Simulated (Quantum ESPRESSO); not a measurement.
How a calculation on Mg₁₅W (P-6m2, 16 atoms in the cell) responds to its settings

```xyz
16
Lattice="6.2965 0.0000 0.0000 -3.1482 5.4529 0.0000 0.0000 0.0000 10.0629" Properties=species:S:1:pos:R:3 pbc="T T T"
Mg     0.0000     0.0000     5.0314
Mg    -1.5737     2.7267     0.0000
Mg     0.0000     5.4525     0.0000
Mg     1.5737     2.7267     0.0000
Mg    -1.5649     2.7318     5.0314
Mg     0.0000     5.4423     5.0314
Mg     1.5649     2.7318     5.0314
Mg     0.0000     1.7519     7.6387
Mg    -1.6311     4.5770     2.4241
Mg     1.6311     4.5770     7.6387
Mg     0.0000     1.7519     2.4241
Mg    -1.6311     4.5770     7.6387
Mg     1.6311     4.5770     2.4241
Mg     3.1482     1.8176     7.5239
Mg     3.1482     1.8176     2.5390
W      0.0000     0.0000     0.0000
```

Base run A: Quantum ESPRESSO with PBEsol, SSSP 1.1.2 efficiency (PBE) pseudopotentials, self-consistent single point.

Its settings: ecutwfc = 40 Ry; ecutrho = 320 Ry; occupations = smearing; smearing = fd; degauss = 0.0073499 Ry; input_dft = pbesol; potentials = {Mg: Mg.pbe-n-kjpaw_psl.0.3.0.UPF, W: W_pbe_v1.2.uspp.F.UPF}; K_POINTS = automatic 4 4 3 0 0 0; conv_thr = 1e-10 Ry.

The starting cell comes from a database of computed structures (which also holds hypothetical and non-ambient phases and stackings), without a prior relaxation at this level. Spin polarisation is off.

Runs:
- B: input_dft: pbesol → default; pseudopotentials: {Mg: Mg.pbe-n-kjpaw_psl.0.3.0.UPF, W: W_pbe_v1.2.uspp.F.UPF} → {Mg: mg_lda_v1.4.uspp.F.UPF, W: w_lda_v1.2.uspp.F.UPF} [LDA (PZ)]
- C: input_dft: pbesol → rpbe [RPBE]
- D: input_dft: pbesol → revpbe [revPBE]
- E: input_dft: pbesol → blyp [BLYP]
- F: input_dft: pbesol → wc [Wu-Cohen GGA]
- G: input_dft: pbesol → pw91 [PW91]
- H: input_dft: pbesol → vdw-df2 [vdW-DF2]
- I: input_dft: pbesol → vdw-df-cx [vdW-DF-cx]
- J: input_dft: pbesol → rvv10 [rVV10]

```csv
run,pressure (GPa),largest force (eV/Å),valence electrons
A,-1.07,0.101,44
B,(withheld),0.160,164
C,1.06,0.050,44
D,0.81,0.050,44
E,(withheld),0.071,44
F,-0.95,0.102,44
G,-0.24,0.075,44
H,(withheld),0.058,44
I,-0.05,0.079,44
J,-0.57,0.051,44
```

Task: Fill in the missing entries.

Result: 
- B, pressure (GPa): -2.84
- E, pressure (GPa): 0.74
- H, pressure (GPa): 0.38
